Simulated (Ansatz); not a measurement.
The starting structures come from a database of crystals and need not be the phases stable at ambient conditions.

 Where the default PAW files enter, the runs use the earlier of Ansatz's two default sets.

By PBEsol, the system below comes out a metal.

A figure of merit of an interconnect metal is its ballistic conductance per area.

```
CELL_PARAMETERS angstrom
      3.15805     0.00000     0.00000
      0.00000     5.81924     0.00000
      0.00000     0.00000     5.80201
ATOMIC_POSITIONS crystal
  In 0.99120 0.00000 0.00000
  In 0.00880 0.50000 0.50000
  Sb 0.72300 0.50000 0.00000
  Sb 0.27700 0.00000 0.50000
```

Space group of this cell: Pmmn. The cell is strained (all lengths scaled by 0.98).

The current flows along the normal of the first two printed cell vectors. No spin-orbit coupling; the value is a mean over 0.1 eV about the Fermi level.

Question: State the ballistic conductance per area according to PBEsol in Ansatz (a program for electronic structure).

Answer: 0.65 × 10¹⁵ S/m² for both spins.
